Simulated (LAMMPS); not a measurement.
Simulation of Ni (fcc), 4000 atoms, at 200 K and 0 GPa, heated as the crystal.

Computed with classical MD, pair style eam, the elements' _u3.eam files (universal-3 set of Foiles, Baskes and Daw) (LAMMPS).

Starting crystal:

```
Ni
1.0
    3.52000     0.00000     0.00000
    0.00000     3.52000     0.00000
    0.00000     0.00000     3.52000
Ni
4
Direct
  0.00000   0.00000   0.00000
  0.00000   0.50000   0.50000
  0.50000   0.00000   0.50000
  0.50000   0.50000   0.00000
```

### Question
Predict the coordination number, the volume per atom, the state found, the enthalpy per atom, the density.

### Answer
coordination number: 12.0 (counted to 3.02 Å); volume per atom: 11.0005 ± 0.0001 Å³; state found: crystal; no diffusion seen in 30 ps; enthalpy per atom: -4.3979 ± 0.0001 eV; density: 8.8599 ± 0.0001 g/cm³.
